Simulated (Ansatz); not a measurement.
## Ru, response to strain

Consider Ru in the hcp (Mg type) structure (space group P6_3/mmc, No. 194; a = 2.722 Å, c = 4.294 Å; relaxed with 0.1 eV smearing). Axes: x lies along a and z along c of the hexagonal cell.

Strains are applied to the cell and any free atomic positions relax; under biaxial strain the out-of-plane vector relaxes too.

The values are results of PBE, PAW, 420 eV (Ansatz, a quantum-chemistry and plane-wave program; scalar-relativistic without spin-orbit coupling), not measurements.

Notes on the quantities. in-plane stress: mean in-plane stress (compression positive).

```tsv
case	out-of-plane strain	shortest interatomic distance	in-plane stress
base	–	2.661 Å	–
biaxial strain −2.50 %, plane normal [001], relaxed out of plane	+1.36 %	2.654 Å	+19.0 GPa
biaxial strain −2.00 %, plane normal [001], relaxed out of plane	+1.08 %	2.661 Å	+14.7 GPa
biaxial strain −1.50 %, plane normal [001], relaxed out of plane	+0.81 %	2.661 Å	+10.7 GPa
biaxial strain −0.50 %, plane normal [001], relaxed out of plane	…	2.661 Å	…
biaxial strain +1.00 %, plane normal [001], relaxed out of plane	-0.54 %	2.661 Å	-6.1 GPa
biaxial strain +1.50 %, plane normal [001], relaxed out of plane	-0.80 %	2.661 Å	-8.9 GPa
biaxial strain +2.00 %, plane normal [001], relaxed out of plane	-1.07 %	2.661 Å	-11.5 GPa
biaxial strain +2.50 %, plane normal [001], relaxed out of plane	-1.34 %	2.661 Å	-13.9 GPa
biaxial strain +3.00 %, plane normal [001], relaxed out of plane	-1.61 %	2.661 Å	-16.2 GPa
```

Q: Some entries are withheld; estimate them.

A: 
- biaxial strain −0.50 %, plane normal [001], relaxed out of plane, out-of-plane strain: +0.27 %
- biaxial strain −0.50 %, plane normal [001], relaxed out of plane, in-plane stress: +3.4 GPa

No phonon test of stability was made. All final runs are without spin polarisation.
